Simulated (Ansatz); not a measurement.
## GaAs: isotropic strain −4.65 %

Consider GaAs in the zinc blende structure (space group F-43m, No. 216; a = 5.659 Å).

Modification: every lattice vector is shortened by 4.65 %, atoms relaxed at fixed cell.

Calculations: Ansatz (a program for electronic structure) PBEsol, scalar-relativistic without spin-orbit coupling, earlier PAW set. Settings: 10×10×10 k-points, 0.05 eV Fermi–Dirac smearing.

| quantity | base | changed | shift |
|---|---|---|---|
| volume per atom | 22.66 Å³ | 19.64 Å³ | -3.02 Å³ |
| space group | F-43m (No. 216) | F-43m (No. 216) | – |
| shortest interatomic distance | 245.1 pm | 233.7 pm | -11.4 pm |
| energy relative to the base (free energy F) | 0 meV/atom | +113 meV/atom | +113 meV/atom |
| pressure | 0.00 GPa | 13.74 GPa | +13.74 GPa |
| band gap | 0.42 eV | 1.05 eV | +0.63 eV |
| gap character | direct at Γ | indirect, Γ → X | – |
| smallest direct gap | 0.42 eV | 1.53 eV | +1.11 eV |
| width of the top valence band | 3.36 eV | 4.10 eV | +0.735 eV |
| hole mass (degenerate bands, along [100]) | 0.025, 0.34, 0.34 mₑ (at Γ) | 0.077, 0.29, 0.29 mₑ (at Γ) | – |
| valley order (the lowest conduction-band minima on the path, energy above the VBM, named in the base's zone) | Γ 0.42 eV; L along ⟨111⟩ 0.92 eV; a point along ⟨100⟩, about 1.0 Å⁻¹ from Γ 1.32 eV | a point along ⟨100⟩, about 1.0 Å⁻¹ from Γ 1.05 eV; L along ⟨111⟩ 1.34 eV; Γ 1.53 eV | – |

Final structure:

```xyz
2
Lattice="0.0000 2.6981 2.6981 2.6981 0.0000 2.6981 2.6981 2.6981 0.0000" Properties=species:S:1:pos:R:3 pbc="T T T"
As     4.0472     4.0472     4.0472
Ga     0.0000     0.0000     0.0000
```

Cost of the whole job for the changed cell (relaxation, final SCF and bands): very roughly 15 core-seconds.

Masses are band curvatures over ±0.01 Å⁻¹ around the edge. No phonon test of stability was made.
